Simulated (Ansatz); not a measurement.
For rock-salt LaTe, PBEsol+SOC (PAW; Ansatz, an electronic-structure program) gives:

* **lattice parameter a**: 6.390 Å
* **bulk modulus B0**: 61.6 GPa

**Question.** What does r²SCAN (Ansatz, PAW) give for the same quantities?

**Answer.** 
- lattice constant a: 6.494 Å (increases by 1.6 %)
- bulk modulus: 57.7 GPa (falls by 6.3 %)

Changes are worked out from the printed values.

Unless a cell is named, each level is at its own relaxed cell (PBEsol+SOC 32.62, r²SCAN 34.24 Å³/atom).

Ansatz's density-functional and Hartree–Fock values are scalar-relativistic unless marked +SOC, with PAW data made under PBE.
